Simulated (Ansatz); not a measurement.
A hypothetical phase is included: elements placed on a structure type, which no database files for this compound.

By r2SCAN, the system below comes out a metal.

The ballistic (Sharvin) conductance counts the channels at the Fermi level: G/A = (e²/h) × channels of both spins per area.

Data:

```yaml
crystal:
  lattice:
    - [8.51654, 0.00000, 0.00000]
    - [-4.25827, 7.37554, 0.00000]
    - [4.25827, 2.45851, 1.73843]
  atoms:
    - { symbol: P, position: [0.75000, 0.75000, 0.75000] }
    - { symbol: P, position: [0.25000, 0.50000, 0.75000] }
    - { symbol: P, position: [0.50000, 0.00000, 0.75000] }
    - { symbol: P, position: [0.50000, 0.75000, 0.75000] }
```

The cell was relaxed by PBE-D3(BJ); by r2SCAN it stands under a pressure of -0.7 GPa.

The current flows along the normal of the first two printed cell vectors, the (111) plane of the conventional cell. No spin-orbit coupling; the value is a mean over 0.1 eV about the Fermi level.

Give the ballistic conductance per area that r2SCAN run with Ansatz (a first-principles code) yields.

0.36 × 10¹⁵ S/m² for both spins.
